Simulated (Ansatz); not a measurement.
Subject: the formation energy of Re_Cu in Cu (fcc, Fm-3m). Reaction: Re (hcp) + 63 Cu (fcc) → cell A.

Cell A: a supercell of 64 sites of Cu (fcc, Fm-3m) with Re on a Cu site (12 Cu at 2.59 Å); spin state with PBE: run without spin, k-point mesh 5×5×5.
```yaml
crystal:
  lattice:
    - [10.26429, 0.00000, 0.00000]
    - [5.13214, 8.88913, 0.00000]
    - [5.13214, 2.96304, 8.38075]
  atoms:
    - { symbol: Cu, position: [0.00000, 0.00000, 0.00000] }
    - { symbol: Cu, position: [0.00000, 0.00000, 0.25001] }
    - { symbol: Cu, position: [0.00000, 0.00000, 0.50000] }
    - { symbol: Cu, position: [0.00000, 0.00000, 0.74999] }
    - { symbol: Cu, position: [0.00000, 0.25001, 0.00000] }
    - { symbol: Cu, position: [0.00074, 0.24965, 0.24965] }
    - { symbol: Cu, position: [0.00074, 0.24965, 0.49997] }
    - { symbol: Cu, position: [0.00000, 0.25001, 0.74999] }
    - { symbol: Cu, position: [0.00000, 0.50000, 0.00000] }
    - { symbol: Cu, position: [0.00074, 0.49997, 0.24965] }
    - { symbol: Cu, position: [0.00000, 0.50000, 0.50000] }
    - { symbol: Cu, position: [0.99926, 0.50003, 0.75035] }
    - { symbol: Cu, position: [0.00000, 0.74999, 0.00000] }
    - { symbol: Cu, position: [0.00000, 0.74999, 0.25001] }
    - { symbol: Cu, position: [0.99926, 0.75035, 0.50003] }
    - { symbol: Cu, position: [0.99926, 0.75035, 0.75035] }
    - { symbol: Cu, position: [0.25001, 0.00000, 0.00000] }
    - { symbol: Cu, position: [0.24965, 0.00074, 0.24965] }
    - { symbol: Cu, position: [0.24965, 0.00074, 0.49997] }
    - { symbol: Cu, position: [0.25001, 0.00000, 0.74999] }
    - { symbol: Cu, position: [0.24965, 0.24965, 0.00074] }
    - { symbol: Cu, position: [0.25000, 0.25000, 0.25000] }
    - { symbol: Cu, position: [0.24965, 0.24965, 0.49997] }
    - { symbol: Cu, position: [0.24955, 0.24955, 0.75045] }
    - { symbol: Cu, position: [0.24965, 0.49997, 0.00074] }
    - { symbol: Cu, position: [0.24965, 0.49997, 0.24965] }
    - { symbol: Cu, position: [0.24815, 0.50000, 0.50000] }
    - { symbol: Cu, position: [0.24815, 0.50000, 0.75185] }
    - { symbol: Cu, position: [0.25001, 0.74999, 0.00000] }
    - { symbol: Cu, position: [0.24955, 0.75045, 0.24955] }
    - { symbol: Cu, position: [0.24815, 0.75185, 0.50000] }
    - { symbol: Cu, position: [0.24955, 0.75045, 0.75045] }
    - { symbol: Cu, position: [0.50000, 0.00000, 0.00000] }
    - { symbol: Cu, position: [0.49997, 0.00074, 0.24965] }
    - { symbol: Cu, position: [0.50000, 0.00000, 0.50000] }
    - { symbol: Cu, position: [0.50003, 0.99926, 0.75035] }
    - { symbol: Cu, position: [0.49997, 0.24965, 0.00074] }
    - { symbol: Cu, position: [0.49997, 0.24965, 0.24965] }
    - { symbol: Cu, position: [0.50000, 0.24815, 0.50000] }
    - { symbol: Cu, position: [0.50000, 0.24815, 0.75185] }
    - { symbol: Cu, position: [0.50000, 0.50000, 0.00000] }
    - { symbol: Cu, position: [0.50000, 0.50000, 0.24815] }
    - { symbol: Re, position: [0.50000, 0.50000, 0.50000] }
    - { symbol: Cu, position: [0.50000, 0.50000, 0.75185] }
    - { symbol: Cu, position: [0.50003, 0.75035, 0.99926] }
    - { symbol: Cu, position: [0.50000, 0.75185, 0.24815] }
    - { symbol: Cu, position: [0.50000, 0.75185, 0.50000] }
    - { symbol: Cu, position: [0.50003, 0.75035, 0.75035] }
    - { symbol: Cu, position: [0.74999, 0.00000, 0.00000] }
    - { symbol: Cu, position: [0.74999, 0.00000, 0.25001] }
    - { symbol: Cu, position: [0.75035, 0.99926, 0.50003] }
    - { symbol: Cu, position: [0.75035, 0.99926, 0.75035] }
    - { symbol: Cu, position: [0.74999, 0.25001, 0.00000] }
    - { symbol: Cu, position: [0.75045, 0.24955, 0.24955] }
    - { symbol: Cu, position: [0.75185, 0.24815, 0.50000] }
    - { symbol: Cu, position: [0.75045, 0.24955, 0.75045] }
    - { symbol: Cu, position: [0.75035, 0.50003, 0.99926] }
    - { symbol: Cu, position: [0.75185, 0.50000, 0.24815] }
    - { symbol: Cu, position: [0.75185, 0.50000, 0.50000] }
    - { symbol: Cu, position: [0.75035, 0.50003, 0.75035] }
    - { symbol: Cu, position: [0.75035, 0.75035, 0.99926] }
    - { symbol: Cu, position: [0.75045, 0.75045, 0.24955] }
    - { symbol: Cu, position: [0.75035, 0.75035, 0.50003] }
    - { symbol: Cu, position: [0.75000, 0.75000, 0.75000] }
```

Reference: Re (hcp, P6₃/mmc), 2 atoms in the cell; spin state with PBE: run without spin, k-point mesh 24×24×14 on the run's own vectors. Conventional cell: a = 2.777 Å, b = 2.777 Å, c = 4.481 Å, α = 90.00°, β = 90.00°, γ = 120.00°.

Reference: Cu (fcc, Fm-3m), 64 atoms in the cell, the relaxed perfect crystal repeated, atoms not moved again; spin state with PBE: run without spin, k-point mesh 5×5×5 on the run's own vectors.

All numbers come from Ansatz (a program for electronic structure), plane waves with PAW, its PAW set soft_1, cutoff 420 eV. The structures are at rest with PBE, within the held lattices. Neutral cells; Fermi-Dirac smearing of at most 0.10 eV in the solids, energies taken to zero width. Larger cells are relaxed from a start prepared with the learned potential CHGNet, on a coarser mesh till forces fall under 0.03 eV/Å, which some starts already meet. A dispersion term (D3(BJ), or D4 for r2SCAN) was computed beside these levels and is taken off wherever the name lacks it. Space groups of crystals are read within 0.01 Å. No zero-point or thermal terms. Cells are local rest points, mostly with their start's symmetry. The runs are scalar-relativistic, without spin-orbit coupling. No correction for cell size. Mesh and cell size may move defect energies by 0.1 eV or more. Cell A has symmetry Fm-3m within 0.02 Å and got no random move, so less symmetric positions, which may lie lower, weren't tried.

Task: What is the computed value (PBE)?

Result: 2.06 eV, for Re (hcp) + 63 Cu (fcc) → cell A.
